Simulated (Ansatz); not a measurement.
Start from MgS in the rock salt structure (space group Fm-3m, No. 225; a = 5.182 Å).

Now apply this change: cell and atoms relaxed at a pressure of 5 GPa.

Levels (all Ansatz, a quantum-chemistry and plane-wave program, PAW): PBEsol (420 eV, no spin-orbit coupling); r2SCAN (500 eV, spin-orbit coupling left out); HSE06 (420 eV, scalar-relativistic without spin-orbit coupling).

One geometry, relaxed with PBEsol, under each level:

Notes on the quantities. hole mass: degenerate bands, along [100].

| level | band gap | lowest conduction level above the VBM at special points | electron mass | hole mass | pressure |
|---|---|---|---|---|---|
| PBEsol | 2.84 eV | X 2.84 eV; U 3.89 eV; K 3.89 eV; Γ 4.16 eV | 0.54 mₑ along k, 0.29 mₑ across (at X) | 0.26, 0.86, 0.86 mₑ (at Γ) | 50.1 kbar |
| r2SCAN | 3.61 eV | X 3.61 eV; U 4.63 eV; K 4.63 eV; Γ 5.25 eV | 0.54 mₑ along k, 0.31 mₑ across (at X) | 0.29, 0.87, 0.87 mₑ (at Γ) | 63.6 kbar |
| HSE06 | 3.97 eV | X 3.97 eV; U 5.05 eV; K 5.05 eV; Γ 5.44 eV | – | – | – |

Single points use the geometry relaxed with PBEsol. Their cutoffs differ, which shifts pressures a little. HSE06 gaps are upper bounds (no full band path). Load acts through the strain it causes; cell and atoms are relaxed under it. Effective masses come from finite differences of ±0.01 Å⁻¹. Along k means along the line from Γ to the band edge. No phonon test of stability was made. Competing high-pressure phases were not computed.
